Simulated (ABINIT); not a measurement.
# Equation of state of zinc-blende BeS (space group 216): energy against volume (ABINIT, PBEsol)

```yaml
crystal:
  lattice:
    - [0.00000, 2.36430, 2.36430]
    - [2.36430, 0.00000, 2.36430]
    - [2.36430, 2.36430, 0.00000]
  atoms:
    - { symbol: Be, position: [0.00000, 0.00000, 0.00000] }
    - { symbol: S, position: [0.75000, 0.75000, 0.75000] }
```

Level of theory: PBEsol, norm-conserving pseudopotentials (PseudoDojo nc-sr-04 PBEsol standard) (plane waves; ABINIT 10.0.3). Settings: pseudos = [Be.upf, S.upf]; ecut = 57 Ha; occopt = 3; tsmear = 0.01 eV; ngkpt = 12 12 12; nshiftk = 1; shiftk = 0 0 0; potentials = PseudoDojo nc-sr-04 PBEsol standard; nband = 10; kptopt = 1; nstep = 50; tolvrs = 1e-11. The cell above is the first row's. The rows scale it uniformly. In all rows fractional positions and the k mesh are held. E is the free energy at the stated smearing, counted from the lowest row.

```csv
V (Å^3/atom),E (meV/atom)
13.216,21.62
13.504,10.12
13.791,3.05
14.078,0.00
14.365,0.60
14.653,4.52
14.940,11.44
15.227,21.10
15.515,?
```

The 8 complete rows are fitted with the third-order Birch-Murnaghan form, a cubic in V^(-2/3), E against V. With u = V^(-2/3) - 0.171, the rows have u = 0.007896, 0.005343, 0.002888, 0.000517, -0.001776, -0.004000, -0.006146, -0.008224. Least squares gives E = -0.165 + 160.17·u + 331505·u² - 292257·u³. Residuals (row less fit): -0.004, 0.010, -0.005, -0.006, 0.002, 0.003, 0.000, -0.001; standard error 0.007 (degrees of freedom: 4). Its minimum lies at u = -0.000242, so V0 = (0.170758)^(-3/2) = 14.17. There d²E/du² = 663400 and d³E/du³ = -1754000, so B0 = (4/9) × 14.17^(-7/3) × 663400 × 0.160218 = 97.2 GPa (the last factor turns the table's units into GPa), and B0' = 4 + (2/3) × 0.170758 × (-1754000)/663400 = 3.7. The program's pressures in the fitted runs (not shown) pass through zero at V = 14.17, 0.01 % from this V0.

Estimate the missing E (V = 15.515); what did the run itself give?

u = -0.010245, so E = -0.165 + 160.17 × (-0.010245) + 331505 × (-0.010245)² - 292257 × (-0.010245)³ = 33.303 meV/atom. The calculation gives 33.23 meV/atom, 0.073 meV/atom below the prediction (0.2 % of the range of E in the table). The row lies outside the fitted rows, so this is an extrapolation. From the scatter of the fitted rows alone, a prediction at this place has a standard error of 0.017 meV/atom, so the miss is 4.2 times that.

Carrying the step between the two nearest rows on in a straight line would have given 30.79, off by 2.44; series whose last step already gives the withheld value aren't shown. The scan was laid around a cell of about the measured size, scaled by a guess for this functional. The runs keep the symmetry of the cell, so they don't test it for distortions. Cutoffs and mesh are single choices, not tested for convergence of this quantity. Series with a scatter that would blur these digits, or in which a gap closes, are not shown. Nor are scans whose minimum lies at an end fitted in this form.

Terms beyond the fitted order, or numerical noise in single rows, can give a miss of this size; the table doesn't tell which.
